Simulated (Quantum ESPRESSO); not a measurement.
# Parameter sweep on HfNbSi (Amm2, 12 atoms in the cell)

```
HfNbSi
1.0
    8.37611     0.00000     0.00000
    0.00000     2.75950     4.69834
    0.00000    -2.75950     4.69834
Hf Nb Si
4 4 4
Direct
  0.19767   0.66745   0.66745
  0.80233   0.66745   0.66745
  0.31193   0.33675   0.33675
  0.68807   0.33675   0.33675
  0.27428   0.99993   0.99993
  0.72572   0.99993   0.99993
  0.00000   0.66189   0.16811
  0.00000   0.16811   0.66189
  0.00000   0.16612   0.16612
  0.50000   0.37038   0.81206
  0.50000   0.81206   0.37038
  0.50000   0.81332   0.81332
```

Base run A: PBEsol, GBRV 1.5 ultrasoft (PBESOL) pseudopotentials (Quantum ESPRESSO), self-consistent single point.

Its settings: ecutwfc = 40 Ry; ecutrho = 320 Ry; occupations = smearing; smearing = fermi-dirac; degauss = 0.0073499 Ry; potentials = {Hf: hf_pbesol_v1.uspp.F.UPF, Nb: nb_pbesol_v1.uspp.F.UPF, Si: si_pbesol_v1.uspp.F.UPF}; K_POINTS = automatic 4 7 7 0 0 0; conv_thr = 1e-10 Ry; mixing_beta = 0.7.

The starting cell comes from a database of computed structures (which also holds hypothetical and non-ambient phases and stackings), without a prior relaxation at this level. Spin polarisation is off. In the base run, with a pressure of about -6 GPa the cell is away from its equilibrium volume at this level.

ΔF is the free energy per atom less that of run A. 

Run A gave: pressure (GPa) -5.99; largest force (eV/Å) 0.223; k-points 48.

Runs:
- B: K_POINTS = automatic 3 4 4 0 0 0
- C: K_POINTS = automatic 3 4 4 1 1 1
- D: K_POINTS = automatic 3 5 5 0 0 0
- E: K_POINTS = automatic 3 5 5 1 1 1
- F: K_POINTS = automatic 4 6 6 0 0 0
- G: K_POINTS = automatic 4 6 6 1 1 1
- H: K_POINTS = automatic 4 7 7 1 1 1

**Question.** What does run D change against A?

**Answer.** The free energy is nearly the same (within 1 meV/atom), the pressure moves little (-5.99 to -5.95 GPa) and the largest force goes from 0.223 to 0.216 eV/Å.

**Question.** What does run H change against A?

**Answer.** The free energy is nearly the same (within 1 meV/atom), the pressure hardly changes (-5.99 to -5.98 GPa) and the largest force goes from 0.223 to 0.215 eV/Å.

**Question.** What does run C change against A?

**Answer.** The free energy stays essentially unchanged (within 1 meV/atom), the pressure moves little (-5.99 to -5.95 GPa) and the largest force goes from 0.223 to 0.187 eV/Å.

```csv
run,ΔF (meV/atom),pressure (GPa),largest force (eV/Å),k-points
A,0.00,-5.99,0.223,48
B,2.4,-5.91,0.274,14
C,0.43,-5.95,0.187,12
D,-0.31,-5.95,0.216,18
E,-0.23,-5.98,0.200,18
F,-0.27,-6.00,0.211,39
G,-0.25,-5.99,0.219,24
H,-0.19,-5.98,0.215,32
```
